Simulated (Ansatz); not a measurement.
## Pressure series in hypothetical P-3m1 Ba3P2

Consider Ba3P2 (space group P-3m1, No. 164; a = 5.192 Å, c = 8.058 Å; a hypothetical phase, not in the database extracts checked).

Cell and atoms are relaxed at each pressure.

All numbers come from PBE (Ansatz, a program for electronic structure, PAW, no spin-orbit coupling).

Notes on the quantities. enthalpy: H = E + PV relative to the base's energy.

```json
[
 {"change": "base", "density": "4.18 g/cm³", "enthalpy": "–", "band gap": "0.99 eV", "c/a ratio": "1.552"},
 {"change": "pressure −2 GPa", "density": "3.80 g/cm³", "enthalpy": "-0.49 eV/atom", "band gap": "1.26 eV", "c/a ratio": "1.672"},
 {"change": "pressure −1 GPa", "density": "4.00 g/cm³", "enthalpy": "-0.24 eV/atom", "band gap": "1.16 eV", "c/a ratio": "1.617"},
 {"change": "pressure 0.9 GPa", "density": "4.51 g/cm³", "enthalpy": "+0.20 eV/atom", "band gap": "0.34 eV", "c/a ratio": "1.264"},
 {"change": "pressure 2.1 GPa", "density": "4.65 g/cm³", "enthalpy": "+0.45 eV/atom", "band gap": "0.24 eV", "c/a ratio": "1.250"},
 {"change": "pressure 4.5 GPa", "density": "4.91 g/cm³", "enthalpy": "+0.95 eV/atom", "band gap": "0.09 eV", "c/a ratio": "1.236"},
 {"change": "pressure 9 GPa", "density": "5.31 g/cm³", "enthalpy": "+1.81 eV/atom", "band gap": "zero", "c/a ratio": "1.225"},
 {"change": "pressure 15 GPa", "density": "5.75 g/cm³", "enthalpy": "+2.88 eV/atom", "band gap": "zero", "c/a ratio": "1.220"},
 {"change": "pressure 22.5 GPa", "density": "6.23 g/cm³", "enthalpy": "+4.11 eV/atom", "band gap": "zero", "c/a ratio": "1.222"},
 {"change": "pressure 30 GPa", "density": "6.69 g/cm³", "enthalpy": "+5.25 eV/atom", "band gap": "zero", "c/a ratio": "1.241"}
]
```

A case with no gap was solved on a k-mesh chosen for an insulator, which is coarse for it. From pressure 0.9 GPa on, the axis ratios lie over 15 % from the base's, so the cell there is far from its starting form. Load acts through the strain it causes; cell and atoms are relaxed under it. Whether these cells are dynamically stable was not tested. No other phases were tried under pressure. All final runs are without spin polarisation. Along this pressure series the structure jumps between 0 GPa and pressure 0.9 GPa; cells beyond that are another form of it. The zero or small gap of Ba3P2 under pressure 2.1 GPa, Ba3P2 under pressure 4.5 GPa, Ba3P2 under pressure 9 GPa and Ba3P2 under pressure 15 GPa can change with the level of theory.
